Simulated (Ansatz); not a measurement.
# Response to strain in Zr

The reference is Zr in the hcp (Mg type) structure (space group P6_3/mmc, No. 194; a = 3.2443 Å, c = 5.1580 Å; relaxed with 0.1 eV smearing).

Strains are applied to the cell and any free atomic positions relax.

The values are results of DFT with r2SCAN, PAW potentials and a 500 eV plane-wave cutoff in Ansatz (a quantum-chemistry and plane-wave program), spin-orbit coupling left out, not measurements.

Notes on the quantities. pressure: mean of the normal stresses, compression positive; energy relative to the base: free energy F.

```
case                      pressure  energy relative to the base  volume per atom
------------------------  --------  ---------------------------  ---------------
base                       0.0 GPa                   0 meV/atom         23.51 Å³
isotropic strain +0.50 %  -1.4 GPa                +1.5 meV/atom         23.86 Å³
isotropic strain +1.00 %  -2.7 GPa                +6.1 meV/atom         24.22 Å³
isotropic strain +1.50 %  -3.9 GPa                 +14 meV/atom         24.58 Å³
isotropic strain +2.00 %  -5.1 GPa                 +24 meV/atom         24.95 Å³
isotropic strain +2.50 %  -6.2 GPa                 +37 meV/atom         25.32 Å³
isotropic strain +3.00 %  -7.3 GPa                 +53 meV/atom         25.69 Å³
```

No phonon test of stability was made. The final runs are not spin-polarised.
